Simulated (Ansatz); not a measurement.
System: L1₂ (Cu3Au-type) Ni3Al. Method: PBEsol (Ansatz, a quantum-chemistry and plane-wave program, plane waves, PAW).

Settings: plane-wave cutoff 520 eV, 16×16×16 k mesh, Fermi–Dirac smearing 0.05 eV, spin-polarised with parallel moments, scalar-relativistic PAW data made under PBE.

The cell is scaled about its equilibrium volume:

```tsv
V (Å³/atom)	P (GPa)	moment (μB per cell of 4 atoms)
10.242	14.49	0.58
10.460	9.11	0.62
10.677	4.30	0.64
10.895	0.00	0.66
11.113	-3.85	0.68
11.331	-7.29	0.69
11.549	-10.37	0.70
```

Note: moments this small hang on the smearing and the k mesh.
